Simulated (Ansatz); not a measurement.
A periodic model of amorphous Mo16Si32:

```xyz
48
Lattice="8.9196 -0.1695 0.5215 -0.1695 8.7886 0.0599 0.5215 0.0599 9.1462" Properties=species:S:1:pos:R:3 pbc="T T T"
Mo     1.0048     2.3572     7.6274
Mo     3.2299     0.3522     2.3232
Mo     0.7008     6.8696     7.6087
Mo     7.3468     3.7604     2.0667
Mo     2.6669     2.9796     2.9024
Mo     6.9048     7.0469     4.9427
Mo     3.1922     5.0022     0.8008
Mo     6.1581     8.5546     1.9797
Mo     4.8695     2.2950     0.5404
Mo     3.7766     3.8855     7.1373
Mo     3.5364     6.9147     7.8071
Mo     8.5786     4.3553     6.2318
Mo     3.7887     1.4484     5.2471
Mo     2.4695     7.5954     4.9641
Mo     0.3127     1.3217     1.7169
Mo     7.3571     0.0286     7.8852
Si     4.5761     3.7358     4.7426
Si     1.0249     4.8450     1.9925
Si     1.4654     0.8893     3.9741
Si     2.8536     6.5517     2.7553
Si     5.6008     6.8649     9.4642
Si     5.7634     4.5761     8.4047
Si     5.0877     8.3884     6.5013
Si     1.8794     3.1939     5.3326
Si     4.7451     8.2168     4.0767
Si     4.5384     0.1171     9.0660
Si     2.4846     0.2531     7.1039
Si     2.0630     5.4608     6.0268
Si     2.3102     2.4517     0.3587
Si     0.5102     0.1618     8.7685
Si     6.3215     6.1205     2.6204
Si     5.5067     1.9401     7.1274
Si     4.5846     6.0394     5.6952
Si     7.3681     1.7596     0.5460
Si     1.8375     4.7070     8.3902
Si     1.8151     7.5818     0.7160
Si     8.2640     5.9228     1.1567
Si     0.5572     6.2328     4.0307
Si     7.2175     6.2798     7.4200
Si     8.8864     8.1797     6.1241
Si     8.3221     4.1370     8.6993
Si     8.4338     7.6290     2.8791
Si     4.8644     4.2323     2.3581
Si     7.8403     1.9566     6.2624
Si     7.5535     0.7902     4.1129
Si     5.2843     1.7893     3.1584
Si     8.9567     3.1121     3.9525
Si     6.8391     4.4588     4.4577
```

Calculation: PBE, scalar-relativistic without spin-orbit coupling (plane waves to 420 eV, PAW; Ansatz, a program for electronic structure).

Preparation: random packing, a CHGNet melt and quench, and a DFT relaxation. The hot cell started wider than the set density and was brought back towards it in steps. It is the lowest in DFT energy of 2 quenches. It is a model cell: composition and starting density were chosen by hand, and all elements were melted together. No dispersion term was used. Its density started from a set value of 5.63 and ended at 5.66 g/cm³. The simulated quench (nominally 200 K/ps over its main leg) is rapid and tends to freeze in more defects than a deposited or slowly cooled glass has. One small periodic cell is one sample of the glass; other quenches scatter about these values. Volume and shape were free in the relaxation. On a 2×2×2 Γ-centred mesh force components of up to 0.28 eV/Å stay, since the relaxation ran on one k-point at (1/4, 1/4, 1/4).

Bonds are counted up to Mo-Mo 3.64 Å, Mo-Si 3.26 Å, Si-Si 2.74 Å.

Question: Give the coordination numbers, mean bond lengths and angles.

Answer: 
The mean coordination of Mo is 12.69 (2 with 11, 4 with 12, 7 with 13, 3 with 14). The mean coordination of Si comes out as 7.34 (1 with 5, 7 with 6, 8 with 7, 13 with 8, 2 with 9, 1 with 10) and the mean Mo-Si bond is 2.633 Å (spread 0.153 Å, 133 counted). The mean Si-Si bond is 2.544 Å (spread 0.100 Å, 51 counted). The mean Mo-Mo bond comes out as 3.176 Å (spread 0.179 Å, 35 counted) and the bond angle at Mo is mean 95.9°, spread 34.3°. The bond angle at Si comes out as mean 98.6°, spread 32.1°.
